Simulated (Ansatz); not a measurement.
A computed series for GaAs: response to strain and stress

Base system: GaAs in the zinc blende structure (space group F-43m, No. 216; a = 5.666 Å). Axes: x, y, z lie along the cube axes.

Strains are applied to the cell and any free atomic positions relax; under stress the whole cell relaxes.

All numbers come from r2SCAN in Ansatz (plane waves to 500 eV, PAW, no SOC), earlier PAW set.

Candidates:
(a) uniaxial stress, 8 GPa tension along z
(b) uniaxial strain ε_yy = +1.28 %
(c) uniaxial stress, 3 GPa compression along x
(d) uniaxial strain ε_yy = +3.60 %

Before the change:

* **Band gap**: 0.97 eV

Task: Order them by band gap, highest first.

Result: (c) uniaxial stress, 3 GPa compression along x (0.88 eV), (b) uniaxial strain ε_yy = +1.28 % (0.84 eV), (d) uniaxial strain ε_yy = +3.60 % (0.61 eV), (a) uniaxial stress, 8 GPa tension along z (0.33 eV)

Beyond what the load breaks, stability against distortions was not tested.

Ansatz is an electronic-structure program.
